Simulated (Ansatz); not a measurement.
Results of r²SCAN (Ansatz, a first-principles code, PAW) for CaC2 (within 0.1 Å of C2/m, No. 12, 6 atoms in the cell; start mp-642822).

Run with plane-wave cutoff 500 eV, 12×12×6 k mesh (along the axes of the cell as run), Fermi–Dirac smearing 0.05 eV, scalar-relativistic PAW data made under PBE.

Cell (relaxed at this level):

Space group P-1 (No. 2); a = 3.871 Å, b = 3.874 Å, c = 4.050 Å, α = 64.33°, β = 63.78°, γ = 89.65°

```tsv
atom	site	symmetry	x	y	z
Ca	1c	-1	0.0000	0.5000	0.0000
C	2i	1	0.3949	0.8931	0.1939
```
(The calculation used a cell of 6 atoms; values per cell refer to that cell.)

**Question.** Estimate the band gap that the calculation returns.

**Answer.** 
- band gap = 1.75 eV (on the SCF k mesh)

The computed numbers hold no vibrational or temperature effects.

Computing time: very roughly 40 core-minutes.

A start named mp-… is a Materials Project structure, which need not be a measured phase.
